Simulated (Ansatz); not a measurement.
System: Mg-vacancy pair (Mg on one host Al site, one Al site vacant) in fcc Al (neutral cell). Level of theory: PBE, PAW (plane waves to 420 eV; Ansatz, an electronic-structure program).

Cell of 32 host sites held at the relaxed PBE lattice; a 4×4×4 k-point mesh shifted by half a step; Fermi-Dirac width 0.10 eV, spin-restricted; finite-size errors left in. No zero-point or tunnelling terms. Forms of the defect that were not tried may lie lower. The start lies 0.073 eV above the lowest site run (PBE). The order of the sites in energy changes with the mesh.

Barriers: single points on a 6×6×6 k-point mesh shifted by half a step at the bands' geometries (they differ from the bands' own by up to 0.05 eV, and are uncertain by about as much).

The step: a nearby Al atom hops onto the vacant site (Mg-vacancy distance between ideal sites 2.86 → 4.95 Å); the atom moves 2.75 Å along (0.49, -0.48, 0.01) of the unit cell; the moving atom starts with neighbours Al at 2.81, 2 Al at 2.82, Al at 2.83, Al at 2.84, Al at 2.85, 4 Al at 2.88, Al at 2.89 Å and ends with Al at 2.79, Al at 2.81, Al at 2.83, 2 Al at 2.85, 2 Al at 2.88, Al at 2.90, Al at 2.92, Al at 2.94; Mg at 2.91 Å.

### Question
What is the computed migration barrier of this step (PBE, PAW)?

### Answer
0.54 eV forward and 0.56 eV backward. At the saddle the moving atom has neighbours 2 Al at 2.63, 2 Al at 2.64, Al at 3.07, Al at 3.11, Al at 3.16, Al at 3.17 Å. The saddle point's order was not checked.
